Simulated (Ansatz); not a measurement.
Take WSi$_{2}$ (space group I4/mmm, No. 139) as the base.

```cif
data_Si4W2
_chemical_formula_sum 'W2 Si4'
_space_group_name_H-M_alt 'I4/mmm'
_space_group_IT_number 139
_space_group_name_Hall '-I 4 2'
_cell_length_a 3.22943
_cell_length_b 3.22943
_cell_length_c 7.86773
_cell_angle_alpha 90.000
_cell_angle_beta 90.000
_cell_angle_gamma 90.000
loop_
_atom_site_label
_atom_site_type_symbol
_atom_site_symmetry_multiplicity
_atom_site_Wyckoff_symbol
_atom_site_fract_x
_atom_site_fract_y
_atom_site_fract_z
_atom_site_occupancy
W1 W 2 a 0.00000 0.00000 0.00000 1
Si1 Si 4 e 0.00000 0.00000 0.33458 1
```
(The calculation used a cell of 3 atoms; values per cell refer to that cell.)

Method: Ansatz (a first-principles code) PBE, no spin-orbit coupling, earlier PAW set.

One change was made to it. Results:

```json
[
 {"quantity": "lattice parameter a", "base": "322.9 pm", "after": "321.4 pm"},
 {"quantity": "band gap", "base": "zero", "after": "zero"},
 {"quantity": "c/a ratio", "base": "2.436", "after": "2.439"}
]
```

### Question
Which of these changes matches the shifts?
(A) pressure −2 GPa
(B) pressure 15 GPa
(C) pressure 75 GPa
(D) pressure 3 GPa

### Answer
D, pressure 3 GPa. For comparison, the lattice parameter a in the other runs: pressure 15 GPa gives 316.0 pm; pressure −2 GPa gives 324.0 pm; pressure 75 GPa gives 298.7 pm.

Load acts through the strain it causes; cell and atoms are relaxed under it. Whether these cells are dynamically stable was not tested. Competing high-pressure phases were not computed. The final runs are not spin-polarised.
